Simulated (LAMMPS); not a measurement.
One fault surface with several potentials: a slab of Mo (bcc) cut on the (001) plane, one half shifted rigidly along [100] and [010] of the cubic cell, atoms relaxed along the normal alone.

The levels:
- MEAM MoCoNiVFeAlCr_2nn.meam: classical force field (static), pair style meam, file MoCoNiVFeAlCr_2nn.meam (LAMMPS); Wang, J., Kwon, H., Kim, H.S. et al. A neural network model for high entropy alloy design. npj Comput Mater 9, 60 (2023).
- SNAP Mo_Chen_PRM2017.snap: machine-learned potential (static), pair style snap, file Mo_Chen_PRM2017.snap (LAMMPS)
- SNAP Mo_Zuo_JPCA2020.snap: machine-learned potential (static), pair style snap, file Mo_Zuo_JPCA2020.snap (LAMMPS); Y. Zuo, C. Chen, X, Li, Z. Deng, Y. Chen, J. Behler, G. Csányi, A. V. Shapeev, A. P. Thompson, M. A. Wood, S. P. Ong, "Performance and Cost Assessment of Machine Learning Interatomic Potentials" J. Phys. Chem. A 124, 4, 731-745 (2020)

```tsv
potential	largest along the first shift	largest on the surface
MEAM MoCoNiVFeAlCr_2nn.meam	2600 mJ/m²	3290 mJ/m²
SNAP Mo_Chen_PRM2017.snap	2820 mJ/m²	3240 mJ/m²
SNAP Mo_Zuo_JPCA2020.snap	2720 mJ/m²	3110 mJ/m²
```
